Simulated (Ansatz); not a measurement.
Consider TlCdBr$_{3}$ in the cubic perovskite structure (space group Pm-3m, No. 221; a hypothetical phase, not in the database extracts checked).

```
CELL_PARAMETERS angstrom
      5.46258     0.00000     0.00000
      0.00000     5.46258     0.00000
      0.00000     0.00000     5.46258
ATOMIC_POSITIONS crystal
  Tl 0.00000 0.00000 0.00000
  Cd 0.50000 0.50000 0.50000
  Br 0.00000 0.50000 0.50000
  Br 0.50000 0.50000 0.00000
  Br 0.50000 0.00000 0.50000
```

Cartesian axes are those of the cell as printed.

Method: Ansatz (a quantum-chemistry and plane-wave program), r2SCAN, PAW, cutoff 500 eV, spin-orbit coupling left out.

Now apply this change: uniaxial strain ε_zz = +2.25 %, all other strain components held at zero; the atoms relax in the strained cell.

### Question
Predict the stress tensor and what it implies for the stiffness.

### Answer
Stress of the strained cell less that of the base (GPa, compression positive):
```
  -0.39    0.00    0.00
   0.00   -0.39    0.00
   0.00    0.00   -1.12
```

Then −Δσ_ii/ε with ε = 0.0225 gives secant stiffness values (nonlinear terms included at this strain): C33 ≈ 50 GPa, C13 ≈ 17 GPa and C23 ≈ 17 GPa.

Whether these cells are dynamically stable was not tested. Many cubic perovskites are stable only at high temperature; tilts and polar distortions were not tested.
